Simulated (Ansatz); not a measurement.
Base system: BaTiO₃ in the cubic perovskite structure (space group Pm-3m, No. 221; a = 3.970 Å).

Level of theory: Kohn–Sham DFT with the PBEsol functional, run in Ansatz (a program for electronic structure) with PAW and 420 eV plane waves, no spin-orbit coupling.

Base values:

The band gap comes out as 1.82 eV and the smallest direct gap is 1.89 eV.

It is then changed as follows: every lattice vector is stretched by 4.28 %, atoms relaxed at fixed cell.

Task: How does this affect the energy relative to the base?

Result: The energy grows by 100 meV/atom.

Task: What happens to the band gap?

Result: The band gap shrinks by 0.26 eV, from 1.82 eV to 1.56 eV.

Task: What happens to the smallest direct gap?

Result: The smallest direct gap drops by 0.14 eV (1.89 eV → 1.75 eV).

The cells carry an imposed strain or load. Whether these cells are dynamically stable was not tested. All final runs are without spin polarisation. Many cubic perovskites are stable only at high temperature; tilts and polar distortions were not tested. This is not the structure that BaTiO3 has at room temperature and ambient pressure.
